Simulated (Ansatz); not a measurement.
Terminations of the (100) surface of fcc Ag, measured from the surface 'clean 1x1'. Atoms come from or go to: Ag: fcc Ag, Al: fcc Al, Co: hcp Co, ferromagnetic, Fe: bcc Fe, ferromagnetic, In: tetragonal indium, Os: hcp Os, Rh: fcc Rh, Sc: hcp Sc, Sn: beta tin, Ta: bcc Ta, Zn: hcp Zn. ΔE is the energy of forming the row's surface from that one (negative: more stable at these reservoirs); the vacuum level's shift is aligned on the shared bottom. No zero-point or thermal terms. These are constructed structures in small cells; real faces may alloy, dewet or reconstruct in larger ones, and not all known structures of the face are among them. Slabs of about 10 Å with all that they carry, Fermi-Dirac smearing of 0.1 eV. Bottom of the slabs: a bare face, its two planes held. Relaxed from the named starts with such symmetry as they have, on meshes of like density; energies extrapolated to zero smearing; no spin-orbit coupling, no U. Spin-polarised runs, if any, are marked in brackets, and their order is one that fits the cell; the others ran without spin. A dash marks a value that is undefined for that row (no clear gap, or no work function of a gapped slab) or was not read reliably on its mesh.

Computed with PBE (plane waves to 420 eV, PAW; Ansatz, a quantum-chemistry and plane-wave program).

```csv
surface,atoms added per 1x1,ΔE per 1x1 (eV),shift of the vacuum level (eV),work function (eV)
a layer of Sc in place of the second plane,"-1 Ag, +1 Sc",-0.37,-0.40,3.76
a pseudomorphic layer of Ta in the host's stacking,+1 Ta,…,0.53,4.80
a layer of Zn in place of the second plane,"-1 Ag, +1 Zn",-0.13,-0.02,4.23
a layer of In in place of the second plane,"-1 Ag, +1 In",0.17,0.18,4.45
a layer of Al in place of the second plane,"-1 Ag, +1 Al",…,-0.19,4.07
a layer of Sn in place of the second plane,"-1 Ag, +1 Sn",…,0.34,4.62
a layer of Os in place of the second plane,"-1 Ag, +1 Os",2.32,-0.09,4.22
a layer of Ta in place of the second plane,"-1 Ag, +1 Ta",0.91,-0.34,3.87
"a pseudomorphic layer of Fe in the host's stacking [spin, 3.1 μB a cell]",+1 Fe,1.52,-0.14,4.15
one row in 3 of the top plane missing,-0.333 Ag,…,-0.10,4.16
a layer of Rh in place of the second plane,"-1 Ag, +1 Rh",0.78,0.07,4.35
"a pseudomorphic layer of Co in the host's stacking [spin, 1.9 μB a cell]",+1 Co,1.65,-0.05,4.22
```

**Question.** What belongs in the gaps?

**Answer.** 
- a pseudomorphic layer of Ta in the host's stacking, ΔE per 1x1 (eV): 1.74
- a layer of Al in place of the second plane, ΔE per 1x1 (eV): -0.21
- a layer of Sn in place of the second plane, ΔE per 1x1 (eV): 0.25
- one row in 3 of the top plane missing, ΔE per 1x1 (eV): 0.08
